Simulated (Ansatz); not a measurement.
An Ansatz (a first-principles code) input for (Ni,Pt)Ge alloy cell NiPtGe2 (MnP type start):

Ansatz 0.2 input:
```yaml
crystal:
  lattice:
    - [-5.303142134, -0.025811254, -6.30827602]
    - [5.320632969, 0.009796625, -6.322560019]
    - [5.28929967, -7.555265298, -0.016412076]
  atoms:
    - { symbol: Ge, position: [0.883901958, 0.534628373, 0.134937571] }
    - { symbol: Ge, position: [0.658699963, 0.759630374, 0.614899714] }
    - { symbol: Ge, position: [0.128018652, 0.277604355, 0.631029041] }
    - { symbol: Ge, position: [0.401939964, 0.005746306, 0.11814305] }
    - { symbol: Ge, position: [0.356365822, 0.229429179, 0.375966114] }
    - { symbol: Ge, position: [0.109643923, 0.480524302, 0.858053196] }
    - { symbol: Ge, position: [0.608282143, 0.983459251, 0.892271534] }
    - { symbol: Ge, position: [0.855887499, 0.729683767, 0.374733622] }
    - { symbol: Ge, position: [0.258630708, 0.647208621, 0.372867396] }
    - { symbol: Ge, position: [0.027689372, 0.900265316, 0.875656014] }
    - { symbol: Ge, position: [0.516317415, 0.393960156, 0.873339339] }
    - { symbol: Ge, position: [0.772555855, 0.132408721, 0.376804845] }
    - { symbol: Ge, position: [0.976377955, 0.094656224, 0.1195653] }
    - { symbol: Ge, position: [0.737882379, 0.363530752, 0.617285758] }
    - { symbol: Ge, position: [0.21921312, 0.852736157, 0.631858085] }
    - { symbol: Ge, position: [0.487244512, 0.614996747, 0.133015616] }
    - { symbol: Pt, position: [0.055919543, 0.190876576, 0.377150027] }
    - { symbol: Pt, position: [0.822309748, 0.431267392, 0.879377659] }
    - { symbol: Ni, position: [0.304434564, 0.949886477, 0.867472434] }
    - { symbol: Ni, position: [0.568874089, 0.682983342, 0.373616446] }
    - { symbol: Pt, position: [0.180571291, 0.571908858, 0.117692633] }
    - { symbol: Ni, position: [0.94253864, 0.804015817, 0.624429621] }
    - { symbol: Pt, position: [0.429705396, 0.315193403, 0.625457166] }
    - { symbol: Ni, position: [0.698109106, 0.049780042, 0.135607573] }
    - { symbol: Ni, position: [0.930774149, 0.81758257, 0.125803816] }
    - { symbol: Pt, position: [0.699623852, 0.05503136, 0.633867328] }
    - { symbol: Ni, position: [0.175183445, 0.574109448, 0.613048517] }
    - { symbol: Pt, position: [0.441737864, 0.306461527, 0.123551781] }
    - { symbol: Pt, position: [0.314668018, 0.931285836, 0.372348511] }
    - { symbol: Ni, position: [0.074173906, 0.177725864, 0.883184895] }
    - { symbol: Pt, position: [0.556531889, 0.697540202, 0.870664595] }
    - { symbol: Ni, position: [0.806193282, 0.443882836, 0.37630076] }
basis:
  ecutwfc: 420
  ecutrho_ratio: 4
  xc_grid: 2
kpoints:
  mp_grid: { grid: [5, 5, 5] }
hamiltonian:
  xc: pbe
  dispersion: none
  pseudopotentials: { kind: paw }
scf:
  n_extra_bands: 62
  occupations: { method: fermi_dirac, width: 0.05 }
output:
  forces: true
  stress: true
relax:
  f_tol: 0.03
  max_steps: 90
  cell: { stress_tol: 0.15 }
```

All values below come from PBE (plane waves to 420 eV, PAW; Ansatz). Scalar-relativistic, without spin–orbit coupling; the runs are not spin-polarised. Its k-point mesh 5×5×5, Fermi–Dirac width 0.05 eV.

What does the end of the output print (band table and long remarks left out, numbers rounded to eight decimals)?


```
SCF converged after 8 iterations
Free energy (F): -215632.956353 eV
Harris-Foulkes:  -215632.956353 eV  (|F-HF|=2.91e-10)
Internal energy: -215632.840291 eV  (E = F + TS)
E sigma→0 (E₀):  -215632.898322 eV
Entropy (-TS):   -0.116062 eV (-3.627 meV/atom)
Fermi energy:    15.042385 eV
--- Per-component energies (eV) ---
  E_band       = -5990.471347
  E_kinetic    = 9165.954213
  E_local      = -82049.784184  (includes V_loc(G=0)·N_el)
  E_nonlocal   = 13388.303809
  E_hartree    = 34704.429809
  E_xc         = -3989.350577
  E_vxc        = -4342.369287  (∫ρ·V_xc dr)
  E_paw        = -121011.890232  (= ΣΔE_a)
  E_vpaw       = -11561.443671  (= ΣTr[D̂ρ^β])
  E_aug_tail   = 0.010579  (compensation charges beyond the density's cutoff)
  E_ewald      = -65840.513709
  E_smearing   = -0.116062  (= −TS)
  E_closure    = 0.000000  (closes the sum)
  Σ components = -215632.956353   (vs F -215632.956353, Δ=0.00e0)
--- Forces (eV/Å), atoms counted from 1 ---
  atom   1  Ge    -0.00816961     0.00402680    -0.01287120
  atom   2  Ge     0.01409833    -0.00679141    -0.01011468
  atom   3  Ge     0.01461616    -0.00218978    -0.01014732
  atom   4  Ge    -0.01727828    -0.00140235    -0.00645335
  atom   5  Ge    -0.00180215     0.00039810     0.00121141
  atom   6  Ge     0.00302252     0.00434652     0.00627163
  atom   7  Ge    -0.00556254    -0.00080456     0.00839000
  atom   8  Ge     0.00347985     0.00159480     0.00854624
  atom   9  Ge     0.00596573     0.00419788    -0.00254627
  atom  10  Ge    -0.00060573    -0.00031227    -0.01871470
  atom  11  Ge    -0.00931719    -0.00507298    -0.00448412
  atom  12  Ge    -0.00821363    -0.00436421    -0.00209837
  atom  13  Ge    -0.01483339     0.00922739     0.01264341
  atom  14  Ge     0.00287236     0.00713300     0.00717530
  atom  15  Ge     0.00588150    -0.00679273     0.01241289
  atom  16  Ge    -0.00474865    -0.00604496     0.00809356
  atom  17  Pt    -0.00933482    -0.00617578    -0.01235331
  atom  18  Pt     0.02050451    -0.00568419     0.01089944
  atom  19  Ni     0.00639990    -0.00633140    -0.00156545
  atom  20  Ni    -0.01649061     0.00517044    -0.01045581
  atom  21  Pt    -0.02214858     0.00362113    -0.00522980
  atom  22  Ni    -0.01452809     0.02050375     0.01153383
  atom  23  Pt    -0.01032602     0.00788333     0.00547595
  atom  24  Ni     0.00516228     0.00976220    -0.00891765
  atom  25  Ni     0.01515079    -0.01856377     0.01248927
  atom  26  Pt     0.02255589     0.00630772    -0.01159835
  atom  27  Ni     0.00496528    -0.01659530    -0.00634451
  atom  28  Pt     0.01774081    -0.01105473    -0.00036758
  atom  29  Pt     0.00781991     0.00156919    -0.00179206
  atom  30  Ni    -0.00401789     0.00923788     0.00213641
  atom  31  Pt    -0.01598916     0.00529617     0.02364423
  atom  32  Ni     0.01313043    -0.00209598    -0.00486876
  max |Σ_I F_I| component: 2.66e-7 eV/Å
--- Stress (GPa, compression-positive) ---
        0.093470      -0.007062       0.006912
       -0.007062       0.077736       0.003084
        0.006912       0.003084       0.019098
  P = ⅓ Tr σ = 0.0634 GPa (0.634 kbar)
--- Relaxed structure (4 steps of the walk, 4 accepted, 1 SCFs on fresh bases) ---
  F+E_penalty+E_count = -215632.95635315 eV   max|allowed force component| = 2.364e-2 eV/Å   (the final SCF, on the basis selected at the relaxed cell)
  cell:  # Å, volume = 511.7759 Å³
    - [-5.17089980, -0.01387728, -6.54600418]
    - [5.17047560, 0.01265671, -6.54616285]
    - [5.15512381, -7.54674137, -0.00085679]
  atoms:
    - { symbol: Ge, position: [0.88566114, 0.53486888, 0.13109717] }
    - { symbol: Ge, position: [0.65847939, 0.76228769, 0.61867252] }
    - { symbol: Ge, position: [0.12865207, 0.28302636, 0.63021699] }
    - { symbol: Ge, position: [0.40692252, 0.00514406, 0.11982591] }
    - { symbol: Ge, position: [0.35486934, 0.22783976, 0.37510378] }
    - { symbol: Ge, position: [0.10827692, 0.47704819, 0.86151478] }
    - { symbol: Ge, position: [0.60338236, 0.98189463, 0.88859396] }
    - { symbol: Ge, position: [0.85446296, 0.72834131, 0.37501756] }
    - { symbol: Ge, position: [0.26124833, 0.64837411, 0.37272314] }
    - { symbol: Ge, position: [0.02970212, 0.90312948, 0.87504836] }
    - { symbol: Ge, position: [0.51998876, 0.39456891, 0.87460234] }
    - { symbol: Ge, position: [0.77504730, 0.13492989, 0.37723454] }
    - { symbol: Ge, position: [0.97759500, 0.09220420, 0.12223574] }
    - { symbol: Ge, position: [0.73630529, 0.35928121, 0.61990547] }
    - { symbol: Ge, position: [0.21562669, 0.85415756, 0.62800964] }
    - { symbol: Ge, position: [0.48299384, 0.61260551, 0.13011078] }
    - { symbol: Pt, position: [0.05575687, 0.19431169, 0.37644467] }
    - { symbol: Pt, position: [0.82467236, 0.42781076, 0.88293286] }
    - { symbol: Ni, position: [0.30366400, 0.95047303, 0.86576912] }
    - { symbol: Ni, position: [0.57069665, 0.68328434, 0.37450990] }
    - { symbol: Pt, position: [0.17786352, 0.57376725, 0.11548727] }
    - { symbol: Ni, position: [0.94100192, 0.80434664, 0.62423398] }
    - { symbol: Pt, position: [0.42741800, 0.31707261, 0.62507071] }
    - { symbol: Ni, position: [0.69852421, 0.04887113, 0.13555178] }
    - { symbol: Ni, position: [0.93048601, 0.81660409, 0.12574138] }
    - { symbol: Pt, position: [0.70035979, 0.05376899, 0.63471993] }
    - { symbol: Ni, position: [0.17501354, 0.57424828, 0.61423821] }
    - { symbol: Pt, position: [0.44374806, 0.30353579, 0.12498214] }
    - { symbol: Pt, position: [0.31793290, 0.93001898, 0.37347134] }
    - { symbol: Ni, position: [0.07472709, 0.17785194, 0.88462061] }
    - { symbol: Pt, position: [0.55169549, 0.69919164, 0.86676445] }
    - { symbol: Ni, position: [0.80722559, 0.44514124, 0.37554891] }
```

Cost: about 100 core-minutes (a rough figure).
